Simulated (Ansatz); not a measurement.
```
CoW2B2
1.0
   -1.58092     2.26300     3.52351
    1.58092    -2.26300     3.52351
    1.58092     2.26300    -3.52351
Co B W
1 2 2
Cartesian
  0.00000   0.00000   0.00000
  0.00000   0.93770   3.52351
  1.58092   1.32530   0.00000
  0.00000   2.26300   1.41769
  1.58092   0.00000   2.10582
```

The numbers are results of PBEsol, DFPT electron-phonon coupling, linearised Boltzmann equation (plane waves, PAW, scalar-relativistic; Ansatz, an electronic-structure program), not measurements. Cell: relaxed with this functional, without spin-orbit coupling.

Task: Predict the intrinsic resistivity at 300 K.

Result: 17.9 (x), 13.5 (y), 24 (z) μΩ·cm.

Task: How long is the mean free path there?

Result: 6.3 (x), 7.0 (y), 6.6 (z) nm, weighted by the current that each state carries. Wires not much wider than this gain resistivity from their walls.

A metal at this level (no band gap). Only scattering by harmonic phonons is included (no impurities, grain boundaries, electron-electron scattering or thermal expansion). Spin-orbit coupling is left out, which matters with elements this heavy. Halving the electron mesh (24x24x24) moves the resistivity by up to 3 % at 300 K, the mean free path by up to 2 %. Smearing 0.20 eV; phonons on a 5x5x5 q mesh, which this run doesn't test.

Formula and space group known from diffraction (Crystallography Open Database), not checked to be the room-temperature form: W2CoB2 (Immm). Treated as nonmagnetic (a ferromagnetic start lost its moment, other orders weren't tried): W2CoB2 (Immm).
